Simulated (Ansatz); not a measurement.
MgO: electrons 1.0×10^22 cm⁻³

Take MgO in the rock salt structure (space group Fm-3m, No. 225; a = 4.2149 Å) as the base.

One thing is altered: electron doping at 1.0×10^22 cm⁻³ (0.187 per cell), with a uniform compensating background at fixed cell and a 300 K Fermi–Dirac width.

Calculations: PBEsol (Ansatz, a program for electronic structure, PAW, without spin-orbit coupling), earlier PAW set. Γ-centred 31×31×31 mesh, Fermi–Dirac width 0.0259 eV.

Gap between the host's bands: 4.43 eV (base 4.62 eV)
Gap character: direct at Γ (base direct at Γ)
Fermi level relative to the doped band's edge (positive inside the band; to 0.05 eV): +2.75 eV

Final structure:

```yaml
crystal:
  lattice:
    - [0.00000, 2.10744, 2.10744]
    - [2.10744, 0.00000, 2.10744]
    - [2.10744, 2.10744, 0.00000]
  atoms:
    - { symbol: O, position: [0.00000, 0.00000, 0.00000] }
    - { symbol: Mg, position: [0.50000, 0.50000, 0.50000] }
```
Cell charge -0.187197.

Cost of the whole job for the changed cell (relaxation, final SCF and bands): around 15 core-seconds (rough).

Carriers are added with a uniform compensating background; total energy and stress of such cells depend on the potential's zero and are not compared; many-body gap narrowing is missing at this level. Whether these cells are dynamically stable was not tested.
